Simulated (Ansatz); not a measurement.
This concerns the energy of the reaction as written. Reaction: cell B → cell A + 1/2 H2 (gas). The sign is products less reactants.

Cell A: a slab of Al2O3 (corundum, R-3c) cut along (0001), 91 atoms, hexagonal cell of 9.56 Å (79.1 Å²), symmetry P1 within 0.02 Å, 8.9 Å thick under 17 Å of vacuum, in-plane vectors held at the crystal's; planes from bottom to top: Al4O12 | Al8 | O12 | Al4 × 2 | O12 | Al8 | H4O12 | H7 | Si | H3, its two faces unlike (dipole correction applied); added, foreign or displaced atoms, above the top plane and within the planes: four times Al bound to 3 O at 1.70 Å; four times H bound to 1 O at 0.98 Å; five times H bound to 1 O at 0.97 Å; two times H bound to 1 O at 0.96 Å; SiH3 bound through Si to 1 O at 1.65 Å; spin state with PBE: run without spin, k-point mesh 3×3×1.
```yaml
crystal:
  lattice:
    - [9.55957, 0.00000, 0.00000]
    - [-4.77978, 8.27883, 0.00000]
    - [0.00000, 0.00000, 25.73765]
  atoms:
    - { symbol: Al, position: [0.16166, 0.33144, 0.56238] }
    - { symbol: Al, position: [0.16171, 0.33288, 0.33929] }
    - { symbol: Al, position: [0.99496, 0.99944, 0.37771] }
    - { symbol: Al, position: [0.16205, 0.33311, 0.46175] }
    - { symbol: Al, position: [0.99574, 0.99984, 0.47971] }
    - { symbol: Al, position: [0.32831, 0.16616, 0.38848] }
    - { symbol: Al, position: [0.33028, 0.16731, 0.55125] }
    - { symbol: O, position: [0.48991, 0.17148, 0.59751] }
    - { symbol: O, position: [0.32179, 0.31933, 0.59645] }
    - { symbol: O, position: [0.17419, 0.00464, 0.59964] }
    - { symbol: O, position: [0.16686, 0.15819, 0.34353] }
    - { symbol: O, position: [0.33645, 0.01263, 0.34362] }
    - { symbol: O, position: [0.48193, 0.32776, 0.34364] }
    - { symbol: O, position: [0.00866, 0.33377, 0.51280] }
    - { symbol: O, position: [0.15033, 0.99877, 0.42758] }
    - { symbol: O, position: [0.16216, 0.17703, 0.51343] }
    - { symbol: O, position: [0.99583, 0.15557, 0.42759] }
    - { symbol: O, position: [0.31668, 0.48921, 0.51292] }
    - { symbol: O, position: [0.33924, 0.34418, 0.42777] }
    - { symbol: Al, position: [0.15735, 0.83250, 0.56174] }
    - { symbol: Al, position: [0.16173, 0.83304, 0.33894] }
    - { symbol: Al, position: [0.99502, 0.49949, 0.37758] }
    - { symbol: Al, position: [0.16123, 0.83254, 0.46149] }
    - { symbol: Al, position: [0.99495, 0.49938, 0.47953] }
    - { symbol: Al, position: [0.32828, 0.66616, 0.38832] }
    - { symbol: Al, position: [0.32698, 0.66597, 0.54921] }
    - { symbol: O, position: [0.48896, 0.67512, 0.59861] }
    - { symbol: O, position: [0.32085, 0.82247, 0.59639] }
    - { symbol: O, position: [0.17249, 0.50468, 0.59722] }
    - { symbol: O, position: [0.16683, 0.65838, 0.34339] }
    - { symbol: O, position: [0.33652, 0.51261, 0.34350] }
    - { symbol: O, position: [0.48168, 0.82786, 0.34349] }
    - { symbol: O, position: [0.00618, 0.83223, 0.51293] }
    - { symbol: O, position: [0.15045, 0.49892, 0.42735] }
    - { symbol: O, position: [0.16126, 0.67777, 0.51300] }
    - { symbol: O, position: [0.99540, 0.65532, 0.42746] }
    - { symbol: O, position: [0.31435, 0.98699, 0.51387] }
    - { symbol: O, position: [0.33909, 0.84422, 0.42790] }
    - { symbol: Al, position: [0.65982, 0.32962, 0.56203] }
    - { symbol: Al, position: [0.66165, 0.33289, 0.33896] }
    - { symbol: Al, position: [0.49506, 0.99955, 0.37793] }
    - { symbol: Al, position: [0.66180, 0.33305, 0.46154] }
    - { symbol: Al, position: [0.49390, 0.99968, 0.48005] }
    - { symbol: Al, position: [0.82835, 0.16620, 0.38826] }
    - { symbol: Al, position: [0.83056, 0.16739, 0.54848] }
    - { symbol: O, position: [0.98706, 0.17125, 0.59691] }
    - { symbol: O, position: [0.82752, 0.32605, 0.59523] }
    - { symbol: O, position: [0.67590, 0.00609, 0.59807] }
    - { symbol: O, position: [0.66650, 0.15813, 0.34349] }
    - { symbol: O, position: [0.83632, 0.01257, 0.34342] }
    - { symbol: O, position: [0.98181, 0.32771, 0.34328] }
    - { symbol: O, position: [0.50799, 0.33283, 0.51320] }
    - { symbol: O, position: [0.65019, 0.99885, 0.42747] }
    - { symbol: O, position: [0.66301, 0.17757, 0.51276] }
    - { symbol: O, position: [0.49508, 0.15509, 0.42789] }
    - { symbol: O, position: [0.81581, 0.48648, 0.51289] }
    - { symbol: O, position: [0.83909, 0.34407, 0.42743] }
    - { symbol: Al, position: [0.66040, 0.83224, 0.56149] }
    - { symbol: Al, position: [0.66145, 0.83283, 0.33913] }
    - { symbol: Al, position: [0.49511, 0.49965, 0.37788] }
    - { symbol: Al, position: [0.66185, 0.83314, 0.46123] }
    - { symbol: Al, position: [0.49460, 0.49897, 0.47999] }
    - { symbol: Al, position: [0.82830, 0.66616, 0.38817] }
    - { symbol: Al, position: [0.82715, 0.66442, 0.54928] }
    - { symbol: O, position: [0.98597, 0.67295, 0.59778] }
    - { symbol: O, position: [0.82654, 0.82554, 0.59469] }
    - { symbol: O, position: [0.66880, 0.50271, 0.59632] }
    - { symbol: O, position: [0.66658, 0.65811, 0.34338] }
    - { symbol: O, position: [0.83638, 0.51265, 0.34329] }
    - { symbol: O, position: [0.98194, 0.82788, 0.34330] }
    - { symbol: O, position: [0.50666, 0.83371, 0.51363] }
    - { symbol: O, position: [0.65049, 0.49929, 0.42762] }
    - { symbol: O, position: [0.66045, 0.67794, 0.51342] }
    - { symbol: O, position: [0.49561, 0.65582, 0.42759] }
    - { symbol: O, position: [0.81549, 0.98673, 0.51253] }
    - { symbol: O, position: [0.83909, 0.84382, 0.42746] }
    - { symbol: H, position: [0.49075, 0.06961, 0.59908] }
    - { symbol: H, position: [0.42591, 0.41844, 0.60061] }
    - { symbol: H, position: [0.47961, 0.73008, 0.62885] }
    - { symbol: H, position: [0.28269, 0.78353, 0.63119] }
    - { symbol: H, position: [0.22225, 0.51044, 0.63048] }
    - { symbol: H, position: [0.98558, 0.06808, 0.59565] }
    - { symbol: H, position: [0.81100, 0.28568, 0.63036] }
    - { symbol: H, position: [0.74658, 0.02943, 0.62780] }
    - { symbol: H, position: [0.98823, 0.57145, 0.59889] }
    - { symbol: H, position: [0.82290, 0.79553, 0.63066] }
    - { symbol: H, position: [0.71808, 0.51874, 0.63023] }
    - { symbol: Si, position: [0.18041, 0.01407, 0.66369] }
    - { symbol: H, position: [0.23549, 0.90426, 0.68596] }
    - { symbol: H, position: [0.28338, 0.17758, 0.68588] }
    - { symbol: H, position: [0.01186, 0.95009, 0.68404] }
```

Cell B: a slab of Al2O3 (corundum, R-3c) cut along (0001), 92 atoms, hexagonal cell of 9.56 Å (79.1 Å²), symmetry P1 within 0.02 Å, 11.1 Å thick under 16 Å of vacuum, in-plane vectors held at the crystal's; planes from bottom to top: Al4O12 | Al8 | O12 | Al4 × 2 | O12 | Al8 | H4O12 | H8 | SiH2 | H, its two faces unlike (dipole correction applied); added, foreign or displaced atoms, above the top plane and within the planes: four times Al bound to 3 O at 1.70 Å; four times H bound to 1 O at 0.98 Å; three times H bound to 1 O at 0.96 Å; five times H bound to 1 O at 0.97 Å; SiH3 with no bond to the solid, its nearest contact Si···Al 4.21 Å; spin state with PBE: net moment 1.0 μB a cell, k-point mesh 3×3×1.
```yaml
crystal:
  lattice:
    - [9.55957, 0.00000, 0.00000]
    - [-4.77978, 8.27883, 0.00000]
    - [0.00000, 0.00000, 26.96088]
  atoms:
    - { symbol: Al, position: [0.16652, 0.33989, 0.53748] }
    - { symbol: Al, position: [0.17033, 0.34147, 0.32435] }
    - { symbol: Al, position: [0.00372, 0.00810, 0.36129] }
    - { symbol: Al, position: [0.17055, 0.34173, 0.44128] }
    - { symbol: Al, position: [0.00326, 0.00822, 0.45865] }
    - { symbol: Al, position: [0.33700, 0.17479, 0.37130] }
    - { symbol: Al, position: [0.33725, 0.17509, 0.52461] }
    - { symbol: O, position: [0.49527, 0.18093, 0.57145] }
    - { symbol: O, position: [0.33317, 0.33360, 0.56924] }
    - { symbol: O, position: [0.18261, 0.01480, 0.57123] }
    - { symbol: O, position: [0.17536, 0.16674, 0.32850] }
    - { symbol: O, position: [0.34513, 0.02126, 0.32851] }
    - { symbol: O, position: [0.49056, 0.33643, 0.32846] }
    - { symbol: O, position: [0.01580, 0.34201, 0.49058] }
    - { symbol: O, position: [0.15901, 0.00758, 0.40880] }
    - { symbol: O, position: [0.17011, 0.18638, 0.49047] }
    - { symbol: O, position: [0.00416, 0.16418, 0.40889] }
    - { symbol: O, position: [0.32396, 0.49521, 0.49038] }
    - { symbol: O, position: [0.34779, 0.35266, 0.40883] }
    - { symbol: Al, position: [0.16671, 0.83982, 0.53741] }
    - { symbol: Al, position: [0.17038, 0.84152, 0.32433] }
    - { symbol: Al, position: [0.00374, 0.50811, 0.36132] }
    - { symbol: Al, position: [0.17067, 0.84170, 0.44127] }
    - { symbol: Al, position: [0.00332, 0.50829, 0.45869] }
    - { symbol: Al, position: [0.33700, 0.67480, 0.37128] }
    - { symbol: Al, position: [0.33714, 0.67471, 0.52493] }
    - { symbol: O, position: [0.49529, 0.68117, 0.57146] }
    - { symbol: O, position: [0.33378, 0.83424, 0.56913] }
    - { symbol: O, position: [0.18128, 0.51489, 0.57086] }
    - { symbol: O, position: [0.17532, 0.66677, 0.32851] }
    - { symbol: O, position: [0.34509, 0.52121, 0.32849] }
    - { symbol: O, position: [0.49057, 0.83643, 0.32843] }
    - { symbol: O, position: [0.01587, 0.84220, 0.49071] }
    - { symbol: O, position: [0.15904, 0.50765, 0.40879] }
    - { symbol: O, position: [0.17029, 0.68655, 0.49048] }
    - { symbol: O, position: [0.00412, 0.66419, 0.40894] }
    - { symbol: O, position: [0.32406, 0.99538, 0.49029] }
    - { symbol: O, position: [0.34783, 0.85267, 0.40880] }
    - { symbol: Al, position: [0.66670, 0.34044, 0.53751] }
    - { symbol: Al, position: [0.67038, 0.34156, 0.32438] }
    - { symbol: Al, position: [0.50374, 0.00811, 0.36127] }
    - { symbol: Al, position: [0.67061, 0.34167, 0.44129] }
    - { symbol: Al, position: [0.50343, 0.00826, 0.45863] }
    - { symbol: Al, position: [0.83701, 0.17480, 0.37130] }
    - { symbol: Al, position: [0.83713, 0.17513, 0.52485] }
    - { symbol: O, position: [0.99480, 0.18117, 0.57148] }
    - { symbol: O, position: [0.83390, 0.33485, 0.56913] }
    - { symbol: O, position: [0.68091, 0.01527, 0.57071] }
    - { symbol: O, position: [0.67538, 0.16682, 0.32850] }
    - { symbol: O, position: [0.84513, 0.02124, 0.32851] }
    - { symbol: O, position: [0.99058, 0.33645, 0.32849] }
    - { symbol: O, position: [0.51576, 0.34207, 0.49058] }
    - { symbol: O, position: [0.65901, 0.00758, 0.40876] }
    - { symbol: O, position: [0.67028, 0.18675, 0.49045] }
    - { symbol: O, position: [0.50417, 0.16419, 0.40889] }
    - { symbol: O, position: [0.82393, 0.49554, 0.49039] }
    - { symbol: O, position: [0.84785, 0.35271, 0.40885] }
    - { symbol: Al, position: [0.66633, 0.84030, 0.53732] }
    - { symbol: Al, position: [0.67036, 0.84152, 0.32430] }
    - { symbol: Al, position: [0.50371, 0.50813, 0.36126] }
    - { symbol: Al, position: [0.67060, 0.84161, 0.44123] }
    - { symbol: Al, position: [0.50336, 0.50831, 0.45863] }
    - { symbol: Al, position: [0.83702, 0.67479, 0.37131] }
    - { symbol: Al, position: [0.83705, 0.67518, 0.52490] }
    - { symbol: O, position: [0.99509, 0.68116, 0.57147] }
    - { symbol: O, position: [0.83318, 0.83436, 0.56915] }
    - { symbol: O, position: [0.68091, 0.51532, 0.57077] }
    - { symbol: O, position: [0.67538, 0.66680, 0.32849] }
    - { symbol: O, position: [0.84517, 0.52127, 0.32854] }
    - { symbol: O, position: [0.99060, 0.83643, 0.32847] }
    - { symbol: O, position: [0.51559, 0.84187, 0.49054] }
    - { symbol: O, position: [0.65900, 0.50756, 0.40877] }
    - { symbol: O, position: [0.67027, 0.68670, 0.49035] }
    - { symbol: O, position: [0.50410, 0.66416, 0.40885] }
    - { symbol: O, position: [0.82388, 0.99553, 0.49030] }
    - { symbol: O, position: [0.84789, 0.85268, 0.40882] }
    - { symbol: H, position: [0.49968, 0.08049, 0.57186] }
    - { symbol: H, position: [0.31641, 0.29202, 0.60264] }
    - { symbol: H, position: [0.25141, 0.03465, 0.59993] }
    - { symbol: H, position: [0.49906, 0.58045, 0.57212] }
    - { symbol: H, position: [0.31890, 0.79512, 0.60280] }
    - { symbol: H, position: [0.24232, 0.53240, 0.60115] }
    - { symbol: H, position: [0.99688, 0.07964, 0.57216] }
    - { symbol: H, position: [0.82004, 0.29536, 0.60272] }
    - { symbol: H, position: [0.74072, 0.03232, 0.60123] }
    - { symbol: H, position: [0.99793, 0.57993, 0.57217] }
    - { symbol: H, position: [0.81455, 0.79297, 0.60265] }
    - { symbol: H, position: [0.74046, 0.53321, 0.60139] }
    - { symbol: Si, position: [0.04208, 0.89778, 0.68279] }
    - { symbol: H, position: [0.07337, 0.88817, 0.73682] }
    - { symbol: H, position: [0.05412, 0.05629, 0.67118] }
    - { symbol: H, position: [0.87720, 0.76181, 0.67018] }
```

Reference: an isolated H2 molecule (singlet) in a box of 11 × 11 × 13 Å.

Computed with Ansatz (plane waves, PAW), its default PAW set, cutoff 420 eV, 500 eV for r2SCAN. The structures are at rest with PBE+D3(BJ), within the held lattices; other levels are single points on them. HSE06 runs on coarser k-point meshes, mended by the PBE difference between the two meshes. Neutral cells; Fermi-Dirac smearing of at most 0.05 eV in the solids, energies taken to zero width. The lattices are those relaxed with PBE+D3(BJ), so at other levels the solids can be strained, which adds to the spread. Larger cells are relaxed from a start prepared with the learned potential CHGNet, on a coarser mesh till forces fall under 0.03 eV/Å, which some starts already meet. A dispersion term (D3(BJ), or D4 for r2SCAN) was computed beside these levels and is taken off wherever the name lacks it. The PAW files were made for PBE and serve at the other functionals too. Space groups of crystals are read within 0.01 Å. Static lattices, no vibrational contributions. No structure search was made; lower ones may exist. No search over spin orders was made beyond those shown. Values are for these cell sizes.

Task: Predict the value from PBE.

Result: -2.00 eV, for cell B → cell A + 1/2 H2 (gas).

Task: List the value at the remaining levels and say how far they part.

Result: 
```csv
Method,value (eV),less PBE
PBE+D3(BJ),-2.07,-0.07
r2SCAN,-2.17,-0.17
r2SCAN+D4,-2.19,-0.19
HSE06,-2.10,-0.10
```

The levels shown span 0.19 eV, from r2SCAN+D4 (-2.19) to PBE (-2.00).

Ansatz is an electronic-structure program.
